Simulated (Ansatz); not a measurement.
## CdS: response to strain

Base system: CdS in the wurtzite structure (space group P6_3mc, No. 186; a = 4.196 Å, c = 6.830 Å). Axes: x lies along a and z along c of the hexagonal cell.

Strains are applied to the cell and any free atomic positions relax.

Level of theory: PBE/PAW in Ansatz (a first-principles code), no spin-orbit coupling.

```tsv
uniaxial strain ε_zz (%)	band gap (eV)
0	1.11
0.6	?
1.2	1.06
1.8	1.04
2.4	1.01
3	0.99
```

Task: Fit E_g = E₀ + Dε (ε in %) to the rows shown and predict the withheld row.

Result: Least squares on the printed values gives E₀ = 1.11 eV, D = -40.3 meV per % of strain (largest residual 0.00 eV); this predicts 1.09 eV, and the run gives 1.09 eV, in agreement.

Gaps are read on the SCF mesh and a high-symmetry path. Whether these cells are dynamically stable was not tested.
